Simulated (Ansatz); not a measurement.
System: HfO₂ (Pca2₁, No. 29, 12 atoms in the cell; start mp-685097; a measured phase of this formula has another space group). Method: r²SCAN (Ansatz, a first-principles code, PAW).

Settings: plane-wave cutoff 560 eV, 8×8×8 k mesh, Fermi–Dirac smearing 0.01 eV, scalar-relativistic PAW data made under PBE.

Cell (relaxed at this level):

HfO2 has the orthorhombic space group Pca2₁ (No. 29), Pearson symbol oP12. Lattice parameters: a = 5.247 Å, b = 5.030 Å, c = 5.059 Å, α = 90.00°, β = 90.00°, γ = 90.00°. Hf on 4a is surrounded by 7 O at 2.032–2.244 Å. O1 on 4a sees 1 Hf at 2.032 Å and 2 Hf at 2.136–2.141 Å (trigonal planar). O2 on 4a sees 4 Hf at 2.117–2.244 Å. (Neighbours: up to the widest gap in distance over summed covalent radii, below 1.35, at either atom; cation-cation and far metal-metal contacts left out.)

Problem. What does this level give for the band gap, smallest direct gap on the k points sampled and Γ–Γ gap?

Solution. 
* **band gap**: 4.94 eV
* **smallest direct gap on the k points sampled**: 5.16 eV
* **Γ–Γ gap**: 5.46 eV

Spin–orbit coupling is not included.

Static lattice: no zero-point or thermal effects.

A start named mp-… is a Materials Project structure, which need not be a measured phase.
